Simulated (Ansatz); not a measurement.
Consider ZnS in the zinc blende structure (space group F-43m, No. 216).

```yaml
crystal:
  lattice:
    - [0.00000, 2.69520, 2.69520]
    - [2.69520, 0.00000, 2.69520]
    - [2.69520, 2.69520, 0.00000]
  atoms:
    - { symbol: S, position: [0.75000, 0.75000, 0.75000] }
    - { symbol: Zn, position: [0.00000, 0.00000, 0.00000] }
```

Cartesian axes are those of the cell as printed.

Method: r2SCAN (Ansatz, a quantum-chemistry and plane-wave program; PAW; 500 eV plane waves; no spin-orbit coupling), earlier PAW set.

Base values:

```
Item                                Result
---------------------  -------------------
Valence-band top at Γ  0.00, 0.00, 0.00 eV
```

It is then changed as follows: the cell is stretched by 0.56 % along y with no lateral relaxation; the atoms relax in the strained cell.

Q: Predict the new valence-band top at Γ and stress.

A: The valence-band top at Γ (three highest levels, from the VBM) becomes 0.00, 0.00, -0.02 eV (base: 0.00, 0.00, 0.00 eV); the stress (xx, yy, zz, yz, xz, xy; compression positive) amounts to (-0.35, -0.60, -0.35, 0.00, 0.00, 0.00) GPa.

The levels and masses belong to the bands next to the band gap. Whether these cells are dynamically stable was not tested.
